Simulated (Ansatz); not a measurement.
The starting structures come from a database of crystals and need not be the phases stable at ambient conditions.

 Where the default PAW files enter, the runs use the earlier of Ansatz's two default sets.

By PBEsol, the system below comes out a metal.

The ballistic (Sharvin) conductance counts the channels at the Fermi level: G/A = (e²/h) × channels of both spins per area.

Here is the system:

```
Ta2Si
1.0
    7.97573     0.00000     0.00000
    3.19407     7.30822     0.00000
    3.98786     2.60920     1.65118
Ta Si
4 2
Direct
  0.33641   0.16359   0.00000
  0.66359   0.83641   0.00000
  0.16359   0.66359   0.34564
  0.83641   0.33641   0.65436
  0.75000   0.75000   0.50000
  0.25000   0.25000   0.50000
```

Space group of this cell: I4/mcm. The cell is taken as given; by PBEsol its mean pressure is -3.0 GPa.

The current flows along the normal of the first two printed cell vectors, the (111) plane of the conventional cell. No spin-orbit coupling; the value is a mean over 0.1 eV about the Fermi level.

Question: Compute, with PBEsol run with Ansatz (a first-principles code), the ballistic conductance per area.

Answer: 0.44 × 10¹⁵ S/m² for both spins.
